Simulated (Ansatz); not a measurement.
**Ni$_{3}$Si under load (space group Pm-3m): band-structure transport figures**

Consider the following.

```
CELL_PARAMETERS angstrom
      3.43827     0.00000     0.00000
      0.00000     3.43827     0.00000
      0.00000     0.00000     3.43827
ATOMIC_POSITIONS crystal
  Si 0.00000 0.00000 0.00000
  Ni 0.00000 0.50000 0.50000
  Ni 0.50000 0.00000 0.50000
  Ni 0.50000 0.50000 0.00000
```

Calculation: PBEsol, rigid bands (plane waves, PAW, scalar-relativistic; Ansatz, a quantum-chemistry and plane-wave program). Condition of this run: hydrostatic pressure 5 GPa (the target of the relaxation). Cell: cell and atoms relaxed with PBEsol, then loaded as said.

```json
{
  "density of states at the Fermi level": "2.11 states/(eV·cell), both spins",
  "bare Sommerfeld coefficient": "1.24 mJ/(mol of atoms·K²)",
  "drude_plasma_energy": "1.87 eV",
  "root-mean-square Fermi velocity": "1.6e5 m/s",
  "resistivity times τ": "140 ×10⁻²² Ω·m·s"
}
```

A metal at this level (no band gap); rigid bands, thermally averaged at 300 K, both spins. Spin-orbit coupling is left out. τ is one relaxation time for all states.

Computed structure with no diffraction record at hand here (it may be known, metastable or hypothetical): Ni3Si under load (space group Pm-3m). Treated as nonmagnetic (a ferromagnetic start lost its moment, other orders weren't tried): Ni3Si under load (space group Pm-3m).
